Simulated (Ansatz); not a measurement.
## How the smallest direct gap on the k points sampled of Lu4Hf3O12 (model structure, started from the La4Ti3O12 type, R-3, No. 148, 19 atoms in the cell) moves with the method

No measured value is used here.

```json
[
 {"level (code)": "LDA (Ansatz)", "value (eV)": "4.21"},
 {"level (code)": "PBEsol (Ansatz)", "value (eV)": "(withheld)"},
 {"level (code)": "r²SCAN (Ansatz)", "value (eV)": "4.94"},
 {"level (code)": "HSE06 (Ansatz)", "value (eV)": "6.06"}
]
```

### Question
What belongs in the gaps?

### Answer

- PBEsol (Ansatz, a quantum-chemistry and plane-wave program), value (eV): 4.27

Computed values are for a static lattice. Levels without +SOC have no spin–orbit coupling; where heavier elements are present it shifts gaps, mostly down, and can invert bands.  Values are at the PBEsol cell. Cutoffs and k meshes differ between the levels. Ansatz's density-functional and Hartree–Fock values are scalar-relativistic unless marked +SOC, with PAW data made under PBE.

A model structure was made by putting elements into a prototype or built by hand; it is no filed structure, need not be a known phase, and can be a saddle point held by its symmetry.
